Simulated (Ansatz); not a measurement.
Cubic perovskite TlMnCl3 was calculated with HSE06 (plane waves, PAW; Ansatz, a quantum-chemistry and plane-wave program).

Run with plane-wave cutoff 460 eV, 6×6×6 k mesh, Fermi–Dirac smearing 0.01 eV, spin-polarised start, scalar-relativistic PAW data made under PBE.

Cell (relaxed at this level):

Space group Pm-3m (No. 221); a = b = c = 5.0660 Å, α = β = γ = 90.00°

| atom | site | symmetry | x | y | z |
|---|---|---|---|---|---|
| Mn | 1b | m-3m | 0.5000 | 0.5000 | 0.5000 |
| Tl | 1a | m-3m | 0.0000 | 0.0000 | 0.0000 |
| Cl | 3c | 4/mm.m | 0.0000 | 0.5000 | 0.5000 |

Question: Estimate the smallest direct gap on the k points sampled, bulk modulus B0, band gap and direct gap at Γ that the calculation returns.

Answer: 
- smallest direct gap on the k points sampled: 4.84 eV
- bulk modulus B0: 35.5 GPa
- band gap: 3.62 eV (on the SCF k mesh)
- direct gap at Γ: 5.65 eV

Note: the magnetic order was assumed, not searched for or taken from measurement; the relaxation could not lower the start's symmetry, so the cell can be a saddle point above a distorted one.

Spin–orbit coupling is not included; with these elements it can move the gap by several tenths of an eV or more.

Static lattice: no zero-point or thermal effects.
